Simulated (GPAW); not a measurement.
GPAW run on Ga (Cmce, 4 atoms in the cell): relaxation of cell and atoms.

Method of the run: PBE, GPAW PAW datasets PBE (gpaw-data 1.0.1) (plane waves; GPAW).

```
CELL_PARAMETERS angstrom
      2.23154    -3.82558     0.00000
      2.23154     3.82558     0.00000
      0.00000     0.00000     4.58739
ATOMIC_POSITIONS crystal
  Ga 0.65570 0.34430 0.41540
  Ga 0.34430 0.65570 0.58460
  Ga 0.84430 0.15570 0.91540
  Ga 0.15570 0.84430 0.08460
```

Reference input (self-consistent single point, DFT PBE, plane waves, GPAW PAW datasets PBE (gpaw-data 1.0.1)): mode = pw; ecut = 600 eV; xc = PBE; kpts = 6 6 5; mesh shift (steps) = 0 0 0; occupations.name = fermi-dirac; occupations.width = 0.136 eV; nbands = -8; convergence.density = 1e-05 e/electron; convergence.energy = 1e-05 eV/electron; symmetry.symmorphic = false; symmetry.tolerance = 0.0005. This run's input differs from it in these lines:

```diff
@@ -1,2 +1,4 @@
 from ase import Atoms
+from ase.filters import FrechetCellFilter
+from ase.optimize import BFGS
 from ase.units import GPa
@@ -26,2 +28,10 @@
 
+target = FrechetCellFilter(atoms)
+
+opt = BFGS(target, logfile='-')
+converged = opt.run(fmax=0.02, steps=40)
+print('Relaxation converged:', converged)
+print('Cell:', atoms.cell.cellpar().round(4))
+print(atoms.get_scaled_positions().round(5))
+
 energy = atoms.get_potential_energy()
```

Log, with long lists cut:

```
     iter     time        total  log10-change:
                         energy   eigst   dens
iter:   1 --:--:--   -11.588814
iter:   2 --:--:--   -11.591949   -2.89  -0.90
iter:   3 --:--:--   -11.601285   -3.06  -0.92
iter:   4 --:--:--   -11.601376   -4.52  -2.27
iter:   5 --:--:--   -11.601232   -4.84  -2.33
iter:   6 --:--:--   -11.601230   -5.75  -2.65
iter:   7 --:--:--   -11.601227c  -6.13  -2.91
iter:   8 --:--:--   -11.601235c  -6.97  -3.36
iter:   9 --:--:--   -11.601241c  -7.32  -3.71
iter:  10 --:--:--   -11.601237c  -7.87c -3.95
iter:  11 --:--:--   -11.601237c -10.38c -4.74
iter:  12 --:--:--   -11.601238c  -9.55c -4.76
iter:  13 --:--:--   -11.601238c -10.19c -4.84
iter:  14 --:--:--   -11.601238c -11.14c -4.74
iter:  15 --:--:--   -11.601237c  -9.28c -4.80
iter:  16 --:--:--   -11.601237c -10.67c -5.23c
Converged after 16 iterations.

Dipole moment: (0.000000, -0.000000, 0.000000) |e|*Ang

Energy contributions relative to reference atoms: (reference = -211538.686116)

Kinetic:        +44.423170
Potential:      -35.761806
External:        +0.000000
XC:             -20.303394
Entropy (-ST):   -0.053853
Local:           +0.067720
SIC:             +0.000000
--------------------------
Free energy:    -11.628164
Extrapolated:   -11.601237

Showing only first 2 kpts
 Kpt  Band  Eigenvalues  Occupancy
  0     4      4.18746    1.99997
  0     5      4.95760    1.99108
  0     6      6.67332    0.00148
  0     7      6.68152    0.00139

  1     4      4.44935    1.99979
  1     5      5.15603    1.96220
  1     6      6.43686    0.00840
  1     7      6.85062    0.00040

Fermi level: 5.69316

No gap
   [... lines left out ...]
Occupation numbers: Fermi-Dirac:
Atomic positions and initial magnetic moments
Free energy:    -11.632899
Fermi level: 5.65908
No gap
Occupation numbers: Fermi-Dirac:
Atomic positions and initial magnetic moments
Free energy:    -11.661032
Fermi level: 5.27438
No gap
   [... lines left out ...]
  2 Ga    0.00000   -0.00315   -0.00429
  3 Ga    0.00000    0.00315    0.00429

BFGS:   11 --:--:--      -11.664991        0.006304
Relaxation converged: True
Cell: [  4.508    4.508    4.5995  90.      90.     118.4727]
[[0.65625 0.34375 0.41748]
 [0.34375 0.65625 0.58252]
 [0.84375 0.15625 0.91748]
 [0.15625 0.84375 0.08252]]
Energy (eV): -11.634984
Stress (GPa, Voigt): [-0.0403 -0.0492 -0.0328  0.      0.     -0.    ]
```

The run converged. GPAW prints stress with tension positive. 

Summary of the result:
* **Free energy E − TS (from the program's reference atoms)**: -11.6650 eV
* **Fermi level (on the code's own zero)**: 5.22 eV
* **Pressure**: 0.04 GPa
* **Largest force (vector length)**: 0.005 eV/Å
* **Final cell**: a = b = 4.508 Å, c = 4.599 Å, α = β = 90.00°, γ = 118.47°
* **Final volume per atom**: 20.54 Å³
* **Relaxation steps**: 11

The starting cell comes from a database of computed structures (which also holds hypothetical and non-ambient phases and stackings), without a prior relaxation at this level. Its lattice was rescaled by a random factor within 2.5 % of one. The relaxation keeps the symmetry of its start, so its end need not be a minimum.

Cost on one core of a shared machine: roughly 8 min.
